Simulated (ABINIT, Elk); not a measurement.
An Elk input for a self-consistent single point of NbAs (I4_1md, 4 atoms in the cell) (DFT, PBE, all-electron FP-LAPW, Elk's shipped species files, default APW+lo basis):

```
tasks
  0

xctype
  20

rmtscf
  0.92

stype
  0

swidth
  0.00367493

maxscl
  100

avec
   -3.2285668483    3.2285668483   10.9993172043
    3.2285668483   -3.2285668483   10.9993172043
    3.2285668483    3.2285668483  -10.9993172043

atoms
  2
  'Nb.in'
  2
  0.7497200000  0.7497200000  0.0000000000    0.0 0.0 0.0
  0.4997200000  0.9997200000  0.5000000000    0.0 0.0 0.0
  'As.in'
  2
  0.1672800000  0.1672800000  0.0000000000    0.0 0.0 0.0
  0.9172800000  0.4172800000  0.5000000000    0.0 0.0 0.0

ngridk
  8 8 8
```

Translate this input to ABINIT.

One input that does it (others would too):

```
# NbAs, JTH v2.0 PBE PAW
pp_dirpath "./"
pseudos "Nb.GGA_PBE-JTH.xml, As.GGA_PBE-JTH.xml"
acell 6.3021488258 6.3021488258 6.3021488258 Angstrom
rprim
        -0.2710954703    0.2710954703    0.9235878366
         0.2710954703   -0.2710954703    0.9235878366
         0.2710954703    0.2710954703   -0.9235878366
natom 4
ntypat 2
znucl 41 33
typat 1 1 2 2
xcart
        -0.0000000000   -0.0000000000   16.4928161888
         3.2285668483   -0.0000000000   10.9931575866
        -0.0000000000   -0.0000000000    3.6799315639
        -0.0000000000    3.2285668483    9.1795901660
ecut 544 eV
pawecutdg 1088 eV
occopt 7
tsmear 0.1 eV
nband 36
kptopt 1
ngkpt 8 8 8
nshiftk 1
shiftk 0 0 0
nstep 50
tolvrs 1.0e-12
prtwf 0
prtden 0
enunit 2
```

Basis settings and potentials, where a program has them, do not carry over. This input uses DFT, PBE, plane waves, PAW (JTH v2.0 PBE PAW).

The starting cell comes from a database of computed structures (which also holds hypothetical and non-ambient phases and stackings), without a prior relaxation at this level. Its lattice was rescaled by a random factor within 2.5 % of one.
